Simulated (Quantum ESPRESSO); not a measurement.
Input and output of a self-consistent single point for Mg2NiH4 (Imm2, 7 atoms in the cell) (Quantum ESPRESSO).

Method of the run: LDA (PZ), GBRV 1.5 ultrasoft (LDA) pseudopotentials (plane waves; Quantum ESPRESSO).

The change in words: lattice scaled by 0.98. Reference geometry:
```
CELL_PARAMETERS angstrom
     -2.26262     3.16457     2.29178
      2.26262    -3.16457     2.29178
      2.26262     3.16457    -2.29178
ATOMIC_POSITIONS crystal
  Mg 0.75963 0.50929 0.25034
  Mg 0.25895 0.50929 0.74966
  Ni 0.03845 0.03845 0.00000
  H  0.18065 0.94860 0.23205
  H  0.71655 0.94860 0.76795
  H  0.25688 0.99543 0.73855
  H  0.25688 0.51833 0.26145
```

Reference input (self-consistent single point, DFT, LDA (PZ), plane waves, GBRV 1.5 ultrasoft (LDA) pseudopotentials): ecutwfc = 50 Ry; ecutrho = 400 Ry; occupations = smearing; smearing = fd; degauss = 0.0036749 Ry; potentials = {Mg: mg_lda_v1.4.uspp.F.UPF, Ni: ni_lda_v1.4.uspp.F.UPF, H: h_lda_v1.4.uspp.F.UPF}; K_POINTS = automatic 7 7 7 0 0 0; conv_thr = 1e-09 Ry; mixing_beta = 0.4. This run's input differs from it in these lines:

```diff
@@ -36,5 +36,5 @@
 CELL_PARAMETERS bohr
-  -4.2757415727     5.9801611536     4.3308459865
-   4.2757415727    -5.9801611536     4.3308459865
-   4.2757415727     5.9801611536    -4.3308459865
+  -4.1902257964     5.8605584974     4.2442284999
+   4.1902257964    -5.8605584974     4.2442284999
+   4.1902257964     5.8605584974    -4.2442284999
```

The program printed (abridged):

```
     Self-consistent Calculation

     iteration #  1     ecut=    50.00 Ry     beta= 0.40

     total energy              =    -581.61746352 Ry
     estimated scf accuracy    <      35.76013560 Ry

     iteration #  2     ecut=    50.00 Ry     beta= 0.40

     total energy              =    -598.06982802 Ry
     estimated scf accuracy    <      30.73650191 Ry

     iteration #  3     ecut=    50.00 Ry     beta= 0.40

     total energy              =    -596.60831944 Ry
     estimated scf accuracy    <       7.09475087 Ry

   [... 10 blocks of this kind left out ...]

     iteration # 14     ecut=    50.00 Ry     beta= 0.40

     total energy              =    -598.06438727 Ry
     estimated scf accuracy    <       0.00000001 Ry

     iteration # 15     ecut=    50.00 Ry     beta= 0.40
     End of self-consistent calculation

     the Fermi energy is     7.7853 ev

!    total energy              =    -598.06438727 Ry
     estimated scf accuracy    <          4.7E-10 Ry
     smearing contrib. (-TS)   =      -0.00002717 Ry
     internal energy E=F+TS    =    -598.06436010 Ry

     convergence has been achieved in  15 iterations

     Forces acting on atoms (cartesian axes, Ry/au):

     atom    1 type  1   force =     0.00000000    0.00049069   -0.00313960
     atom    2 type  1   force =     0.00000000   -0.00049069   -0.00313960
     atom    3 type  2   force =     0.00000000    0.00000000   -0.00485293
     atom    4 type  3   force =     0.00000000    0.00573114    0.00070579
     atom    5 type  3   force =     0.00000000   -0.00573114    0.00070579
   [... lines left out ...]

     Total force =     0.013500     Total SCF correction =     0.000011

          total   stress  (Ry/bohr**3)                   (kbar)     P=       12.19
   0.00004916   0.00000000   0.00000000            7.23        0.00        0.00
   0.00000000   0.00013357   0.00000000            0.00       19.65        0.00
   0.00000000   0.00000000   0.00006588            0.00        0.00        9.69

   JOB DONE.
```

The run converged in 15 iterations. Against the reference run the free energy drops by 5.0 meV/atom, the pressure goes from -4.05 to 1.22 GPa, the largest force goes from 0.165 to 0.154 eV/Å and the gap on the mesh goes from 0.302 to 0.268 eV.

The starting cell comes from a database of computed structures (which also holds hypothetical and non-ambient phases and stackings), without a prior relaxation at this level. For this run, on top of that: lattice scaled by 0.98. Spin polarisation is off.

Cost on one core of a shared machine: roughly 3 min.
